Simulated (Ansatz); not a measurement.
Input and output of a self-consistent single point for BaAlGeH (P3m1, 4 atoms in the cell) (Ansatz, an electronic-structure program).

Computed with PBEsol, default PAW files made with PBE (plane waves; Ansatz).

```yaml
crystal:
  lattice:
    - [4.36041, 0.00000, 0.00000]
    - [-2.18020, 3.77622, 0.00000]
    - [0.00000, 0.00000, 5.22380]
  atoms:
    - { symbol: Ba, position: [0.33333, 0.66667, 0.10859] }
    - { symbol: Al, position: [0.00000, 0.00000, 0.64135] }
    - { symbol: Ge, position: [0.66667, 0.33333, 0.55274] }
    - { symbol: H, position: [0.00000, 0.00000, 0.97289] }
```

Reference input (self-consistent single point, DFT, PBEsol, plane waves, default PAW files made with PBE): basis.ecutwfc = 420 eV; kpoints.mp_grid.grid = 7 7 5; hamiltonian.xc = pbesol; hamiltonian.pseudopotentials = {kind: paw} (the program's default PAW files); scf.occupations.method = fixed. This run's input differs from it in these lines:

Ansatz 0.2 input:
```diff
@@ -14,3 +14,3 @@
 kpoints:
-  mp_grid: { grid: [7, 7, 5] }
+  mp_grid: { grid: [6, 6, 4] }
 hamiltonian:
```

Log, with long lists cut:

```
SCF iter   1: F=—  HF=-10658.532783 eV  |F-HF|=—  |Δ(HF+E_count)|=         —  Δρ=4.14e-3  dr2=1.68e-2  ethr=1.77e-3  ⟨swp⟩=4.4  Hψ=1966  notcnv=0  defer=42
all-band conjugate gradients solve this SCF's bands
preconditioner: auto → Resta (q_TF=auto, 2.263 Å⁻¹)
SCF iter   2: F=—  HF=-10658.527684 eV  |F-HF|=—  |Δ(HF+E_count)|=   5.10e-3  Δρ=2.05e-3  dr2=4.52e-3  ethr=5.99e-5  ⟨swp⟩=2.2  Hψ=712  notcnv=0  defer=45
   [... lines left out ...]
SCF iter   4: F=—  HF=-10658.526487 eV  |F-HF|=—  |Δ(HF+E_count)|=   6.23e-5  Δρ=1.07e-4  dr2=1.25e-5  ethr=2.58e-7  ⟨swp⟩=2.0  Hψ=744  notcnv=0  defer=44
SCF iter   5: F=—  HF=-10658.526490 eV  |F-HF|=—  |Δ(HF+E_count)|=   2.66e-6  Δρ=4.25e-5  dr2=2.48e-6  ethr=4.48e-8  ⟨swp⟩=2.0  Hψ=744  notcnv=0  defer=44
SCF iter   6: F=—  HF=-10658.526488 eV  |F-HF|=—  |Δ(HF+E_count)|=   1.46e-6  Δρ=1.15e-5  dr2=1.03e-7  ethr=8.84e-9  ⟨swp⟩=2.0  Hψ=744  notcnv=0  defer=44
SCF iter   7: F=-10658.526488 eV  HF=-10658.526488 eV  |F-HF|=1.78e-9  |Δ(HF+E_count)|=   3.75e-8  Δρ=2.11e-6  dr2=3.76e-9  ethr=3.57e-10  ⟨swp⟩=7.7  Hψ=2622  notcnv=0
SCF 1 converged in 7 iterations: F = -10658.526488 eV  dr2 = 3.76e-9
Free energy (F): -10658.526488 eV
Internal energy: -10658.526488 eV  (E = F + TS)
E sigma→0 (E₀):  -10658.526488 eV
Fermi energy:    7.485873 eV
--- Forces (eV/Å), atoms counted from 1 ---
  atom   1  Ba    -0.00000000    -0.00000000    -0.12274555
  atom   2  Al     0.00000000     0.00000000    -0.00010518
  atom   3  Ge    -0.00000000    -0.00000000     0.03290748
  atom   4  H     -0.00000000    -0.00000000     0.08993736
--- Stress (GPa, compression-positive) ---
       -1.604920       0.000000       0.000000
        0.000000      -1.604920       0.000000
        0.000000       0.000000      -1.695016
  P = ⅓ Tr σ = -1.6350 GPa (-16.350 kbar)
  The stress holds the Pulay correction. Without it, at fixed plane waves, as pw.x and ABINIT print it: P = -1.6709 GPa
```

The run converged in 7 iterations. Against the reference run the free energy goes up by 1.2 meV/atom, the pressure stays at -1.63 GPa, the largest force moves little (0.125 to 0.123 eV/Å) and the gap on the mesh goes from 0.777 to 0.667 eV.

The starting cell comes from a database of computed structures (which also holds hypothetical and non-ambient phases and stackings), without a prior relaxation at this level. Its lattice was rescaled by up to half a per cent. One atom was moved a little off its site on purpose. Ansatz's pressure includes its estimate of the finite-basis (Pulay) stress.
